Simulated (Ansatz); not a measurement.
Ansatz (a first-principles code) run on Si4Ir4Ca3 (I-43m, 11 atoms in the cell): self-consistent single point.

Method of the run: PBEsol, default PAW files made with PBE (plane waves; Ansatz).

```yaml
crystal:
  lattice:
    - [-3.78532, 3.78532, 3.78532]
    - [3.78532, -3.78532, 3.78532]
    - [3.78532, 3.78532, -3.78532]
  atoms:
    - { symbol: Si, position: [0.63120, 0.63120, 0.63120] }
    - { symbol: Si, position: [0.36880, 0.00000, 0.00000] }
    - { symbol: Si, position: [0.00000, 0.00000, 0.36880] }
    - { symbol: Si, position: [0.00000, 0.36880, 0.00000] }
    - { symbol: Ir, position: [0.27562, 0.27562, 0.27562] }
    - { symbol: Ir, position: [0.72438, 0.00000, 0.00000] }
    - { symbol: Ir, position: [0.00000, 0.00000, 0.72438] }
    - { symbol: Ir, position: [0.00000, 0.72438, 0.00000] }
    - { symbol: Ca, position: [0.00000, 0.50000, 0.50000] }
    - { symbol: Ca, position: [0.50000, 0.00000, 0.50000] }
    - { symbol: Ca, position: [0.50000, 0.50000, 0.00000] }
```

Reference input (self-consistent single point, DFT, PBEsol, plane waves, default PAW files made with PBE): kpoints.mp_grid.grid = 3 3 3; hamiltonian.xc = pbesol; hamiltonian.pseudopotentials = {kind: paw} (the program's default PAW files); scf.occupations.method = fermi_dirac; scf.occupations.width = 0.1 eV. This run's input differs from it in these lines:

Ansatz 0.2 input:
```diff
@@ -19,3 +19,3 @@
 kpoints:
-  mp_grid: { grid: [3, 3, 3] }
+  mp_grid: { grid: [4, 4, 4] }
 hamiltonian:
```

Log, with long lists cut:

```
SCF iter   1: F=—  HF=-55072.712639 eV  |F-HF|=—  |Δ(HF+E_count)|=         —  Δρ=4.10e-3  dr2=3.75e-2  ethr=1.77e-3  ⟨swp⟩=7.8  Hψ=2293  notcnv=0
all-band conjugate gradients solve this SCF's bands
preconditioner: auto → Kerker (q_TF=auto, 2.451 Å⁻¹)
SCF iter   2: F=—  HF=-55072.712401 eV  |F-HF|=—  |Δ(HF+E_count)|=   2.37e-4  Δρ=1.88e-3  dr2=8.64e-3  ethr=3.29e-5  ⟨swp⟩=2.1  Hψ=877  notcnv=0
SCF iter   3: F=—  HF=-55072.711090 eV  |F-HF|=—  |Δ(HF+E_count)|=   1.31e-3  Δρ=6.54e-4  dr2=1.52e-3  ethr=7.58e-6  ⟨swp⟩=2.6  Hψ=833  notcnv=0
SCF iter   4: F=—  HF=-55072.710875 eV  |F-HF|=—  |Δ(HF+E_count)|=   2.15e-4  Δρ=1.44e-4  dr2=1.30e-4  ethr=1.33e-6  ⟨swp⟩=2.0  Hψ=783  notcnv=0
SCF iter   5: F=—  HF=-55072.710854 eV  |F-HF|=—  |Δ(HF+E_count)|=   2.09e-5  Δρ=6.34e-5  dr2=2.32e-5  ethr=1.14e-7  ⟨swp⟩=2.4  Hψ=729  notcnv=0
SCF iter   6: F=—  HF=-55072.711090 eV  |F-HF|=—  |Δ(HF+E_count)|=   2.36e-4  Δρ=1.14e-5  dr2=4.47e-7  ethr=2.03e-8  ⟨swp⟩=2.0  Hψ=630  notcnv=0
SCF iter   7: F=-55072.711090 eV  HF=-55072.711090 eV  |F-HF|=1.59e-9  |Δ(HF+E_count)|=   4.38e-8  Δρ=1.85e-6  dr2=6.92e-9  ethr=8.77e-11  ⟨swp⟩=7.4  Hψ=2281  notcnv=0
SCF 1 converged in 7 iterations: F = -55072.711090 eV  dr2 = 6.92e-9
Free energy (F): -55072.711090 eV
Internal energy: -55072.549592 eV  (E = F + TS)
E sigma→0 (E₀):  -55072.630341 eV
Entropy (-TS):   -0.161498 eV (-14.682 meV/atom)
Fermi energy:    11.813015 eV
--- Forces (eV/Å), atoms counted from 1 ---
  atom   1  Si     0.16564240     0.16564240     0.16564240
  atom   2  Si     0.16564240    -0.16564240    -0.16564240
  atom   3  Si    -0.16564240    -0.16564240     0.16564240
  atom   4  Si    -0.16564240     0.16564240    -0.16564240
  atom   5  Ir    -0.09751611    -0.09751611    -0.09751611
  atom   6  Ir    -0.09751611     0.09751611     0.09751611
  atom   7  Ir     0.09751611     0.09751611    -0.09751611
  atom   8  Ir     0.09751611    -0.09751611     0.09751611
   [... lines left out ...]
  atom  11  Ca    -0.00000000     0.00000000    -0.00000000
--- Stress (GPa, compression-positive) ---
       -8.664392       0.000000       0.000000
        0.000000      -8.664392      -0.000000
        0.000000      -0.000000      -8.664392
  P = ⅓ Tr σ = -8.6644 GPa (-86.644 kbar)
  The stress holds the Pulay correction. Without it, at fixed plane waves, as pw.x and ABINIT print it: P = -8.6907 GPa
```

The run converged in 7 iterations. Against the reference run the free energy falls by 5.0 meV/atom, the pressure moves little (-8.68 to -8.66 GPa) and the largest force goes from 0.267 to 0.287 eV/Å.

The starting cell comes from a database of published, mostly measured structures (it also holds non-ambient and calculated ones), without a prior relaxation at this level. Its lattice was rescaled by a random factor within 2.5 % of one. Spin polarisation is off. With a pressure of about -9 GPa the cell is away from its equilibrium volume at this level. Ansatz's pressure includes its estimate of the finite-basis (Pulay) stress.
